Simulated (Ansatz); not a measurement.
Output of an Ansatz run (abridged):

```
WARN ansatz: RAYON_NUM_THREADS=1 ignored (pool sized by the plan → 1); use --threads N
basis.fft_grid_basis auto: the FFT boxes are laid along the combinations [[1, 0, 1], [0, 1, 1], [0, 0, 1]] of the cell's own vectors, 3.766, 3.766 and 5.429 Å …
Pseudopotentials: kind: paw
Pseudopotential: Ti, paw, valence charge 12
Pseudopotential: O, paw, valence charge 6
Crystal: 6 atoms, lattice volume = 67.105 Å³
Basis set: ecut = 420 eV, 1283 PW (Γ), FFT grids on a1+a3, a2+a3, a3
Bands: 30, of which v1, the nominal top of the filled ones, is band 24 counted from 1 (23 counted from 0)
Symmetry: 4 space group operations
Space group: Imm2 (ITA 44), of the structure as read, at distance tolerance 4.1e-5 Å
k-points: 46 of 216 (time reversal used)
PAW frozen core: Ti, regenerated for the run's functional, and the local potential with it
PAW frozen core: O, regenerated for the run's functional, and the local potential with it
Initial density: superposition of atomic densities (neutral atoms: chi_scale 0, normalization atom), corrected by the library's trained network
Initial wavefunctions: pseudopotential atomic-orbital guess
Eigensolver: davidson
Functional: x = slater, c = lda
SCF iter   1: F=—  HF=-7130.483120 eV  |F-HF|=—  |Δ(HF+E_count)|=         —  Δρ=1.94e-2  dr2=2.23e-1  ethr=1.77e-3  ⟨swp⟩=5.7  Hψ=5759  notcnv=0
all-band conjugate gradients solve this SCF's bands
preconditioner: auto → none
SCF iter   2: F=—  HF=-7130.498949 eV  |F-HF|=—  |Δ(HF+E_count)|=   1.58e-2  Δρ=2.30e-2  dr2=3.30e-1  ethr=4.64e-4  ⟨swp⟩=2.0  Hψ=2678  notcnv=0  defer=71
SCF iter   3: F=—  HF=-7130.433927 eV  |F-HF|=—  |Δ(HF+E_count)|=   6.50e-2  Δρ=3.42e-3  dr2=3.89e-3  ethr=4.64e-4  ⟨swp⟩=2.1  Hψ=2071  notcnv=0  defer=71
SCF iter   4: F=—  HF=-7130.433022 eV  |F-HF|=—  |Δ(HF+E_count)|=   9.05e-4  Δρ=9.41e-4  dr2=2.72e-4  ethr=8.11e-6  ⟨swp⟩=2.1  Hψ=2612  notcnv=0  defer=71
SCF iter   5: F=—  HF=-7130.433135 eV  |F-HF|=—  |Δ(HF+E_count)|=   1.14e-4  Δρ=1.10e-3  dr2=8.57e-4  ethr=5.67e-7  ⟨swp⟩=2.2  Hψ=2400  notcnv=0  defer=71
SCF iter   6: F=—  HF=-7130.432964 eV  |F-HF|=—  |Δ(HF+E_count)|=   1.71e-4  Δρ=1.95e-4  dr2=2.89e-5  ethr=5.67e-7  ⟨swp⟩=2.0  Hψ=2045  notcnv=0  defer=71
SCF iter   7: F=—  HF=-7130.432960 eV  |F-HF|=—  |Δ(HF+E_count)|=   4.14e-6  Δρ=4.29e-5  dr2=1.88e-6  ethr=6.02e-8  ⟨swp⟩=2.8  Hψ=2689  notcnv=0  defer=71
SCF iter   8: F=—  HF=-7130.432960 eV  |F-HF|=—  |Δ(HF+E_count)|=   2.68e-7  Δρ=2.53e-5  dr2=5.31e-7  ethr=3.92e-9  ⟨swp⟩=2.1  Hψ=1897  notcnv=0  defer=71
SCF iter   9: F=-7130.432960 eV  HF=-7130.432960 eV  |F-HF|=3.87e-8  |Δ(HF+E_count)|=   1.05e-7  Δρ=7.37e-6  dr2=4.08e-8  ethr=2.08e-10  ⟨swp⟩=7.3  Hψ=5717  notcnv=0
SCF 1 converged in 9 iterations: F = -7130.432960 eV  dr2 = 4.08e-8
SCF converged after 9 iterations
Free energy (F): -7130.432960 eV
Harris-Foulkes:  -7130.432960 eV  (|F-HF|=3.87e-8)
Internal energy: -7130.432960 eV  (E = F + TS)
E sigma→0 (E₀):  -7130.432960 eV
Fermi energy:    8.165773 eV
--- Per-component energies (eV) ---
  E_band       = -456.438971
  E_kinetic    = 1243.660333
  E_local      = -3554.732226  (includes V_loc(G=0)·N_el)
  E_nonlocal   = 212.030042
  E_hartree    = 1371.891569
  E_xc         = -485.472230
  E_vxc        = -619.022197  (∫ρ·V_xc dr)
  E_paw        = -2581.297814  (= ΣΔE_a)
  E_vpaw       = -482.164716  (= ΣTr[D̂ρ^β])
  E_aug_tail   = 0.010212  (compensation charges beyond the density's cutoff)
  E_ewald      = -3337.562432
  E_core_change = 1.039587  (= ΣΔE_core)
  E_smearing   = -0.000000  (= −TS)
  E_closure    = -0.000000  (closes the sum)
  Σ components = -7130.432960   (vs F -7130.432960, Δ=0.00e0)
--- Forces (eV/Å), atoms counted from 1 ---
  atom   1  Ti    -0.00000000     0.00000000    -0.84885636
  atom   2  Ti     0.00000000     0.00000000     0.42982759
  atom   3  O     -0.00000000     0.00000000     0.05033073
  atom   4  O      0.00000000     0.00000000     0.11747232
  atom   5  O      0.00000000     0.00000000     0.10660633
  atom   6  O      0.00000000     0.00000000     0.14463692
  max |Σ_I F_I| component: 1.75e-5 eV/Å
--- Stress (GPa, compression-positive) ---
       -0.862804      -0.000000      -0.000000
       -0.000000      -6.806757      -0.000000
       -0.000000      -0.000000      -2.033867
  P = ⅓ Tr σ = -3.2345 GPa (-32.345 kbar)
  The stress holds the Pulay correction. Without it, at fixed plane waves, as pw.x and ABINIT print it: P = -4.2019 GPa
--- Band table (eV; the first three rows and the last of 46) ---
  k-point 0: bands = ["-48.5156", "-48.4440", "-25.3576", "-25.1186", "-25.0555", "-25.0164", "-24.9924", "-24.9134", "-10.3022", "-9.2628", "-9.0187", "-8.6605", "3.1034", "3.1804", "3.3039", "3.6477", "4.8981", "5.0652", "5.0669", "6.3971", [...]
  k-point 1: bands = ["-48.5097", "-48.4476", "-25.3547", "-25.1592", "-25.0840", "-25.0364", "-25.0004", "-24.9046", "-10.0284", "-9.1010", "-8.8989", "-8.5756", "2.7343", "2.9900", "3.0310", "3.6838", "4.5081", "5.0572", "5.2282", "5.5422", [...]
  k-point 2: bands = ["-48.4945", "-48.4581", "-25.3460", "-25.2464", "-25.1229", "-25.0920", "-24.9866", "-24.9134", "-9.3919", "-8.8224", "-8.6262", "-8.4200", "2.2756", "2.6511", "2.7945", "3.7854", "3.9213", "3.9590", "4.1905", "4.4922", [...]
  k-point 45: bands = ["-48.4869", "-48.4730", "-25.1622", "-25.1418", "-25.1173", "-25.0861", "-24.9927", "-24.9614", "-9.7593", "-9.5549", "-9.1326", "-8.8555", "3.2567", "3.3616", "3.3909", "3.4161", "4.8839", "5.1113", "5.7430", "5.8109", [...]
```

The structure:

```
CELL_PARAMETERS angstrom
     -1.88304     1.88304     4.73123
      1.88304    -1.88304     4.73123
      1.88304     1.88304    -4.73123
ATOMIC_POSITIONS crystal
  Ti 0.75528 0.25528 0.50000
  Ti 0.00000 0.00000 0.00000
  O  0.54200 0.04200 0.50000
  O  0.79200 0.79200 0.00000
  O  0.20800 0.20800 0.00000
  O  0.95800 0.45800 0.50000
```

Task: What input produced this log?

Result: Other spellings and defaults could give the same log, and not every line can be read from it. The input that was run (DFT, LDA (PW92), plane waves, default PAW files made with PBE):

Ansatz 0.2 input:
```yaml
# TiO2
crystal:
  lattice:
    - [-1.883038, 1.883038, 4.731225]
    - [1.883038, -1.883038, 4.731225]
    - [1.883038, 1.883038, -4.731225]
  atoms:
    - { symbol: Ti, position: [0.755284, 0.255284, 0.500000] }
    - { symbol: Ti, position: [0.000000, 0.000000, 0.000000] }
    - { symbol: O, position: [0.542000, 0.042000, 0.500000] }
    - { symbol: O, position: [0.792000, 0.792000, 0.000000] }
    - { symbol: O, position: [0.208000, 0.208000, 0.000000] }
    - { symbol: O, position: [0.958000, 0.458000, 0.500000] }
basis:
  ecutwfc: 420.0
kpoints:
  mp_grid: { grid: [6, 6, 6] }
hamiltonian:
  xc: lda
  pseudopotentials: { kind: paw }
scf:
  occupations: { method: fermi_dirac, width: 0.02 }
output:
  forces: true
  eigenvalues: true
  stress: true
```

The starting cell has typed, rounded lattice constants, without a prior relaxation at this level. Its lattice was rescaled by up to half a per cent. One atom was moved a little off its site on purpose. With a pressure of about -3 GPa the cell is away from its equilibrium volume at this level. Ansatz's pressure includes its estimate of the finite-basis (Pulay) stress. Without the estimate this run gives -4.20 GPa.

Ansatz is a quantum-chemistry and plane-wave program.
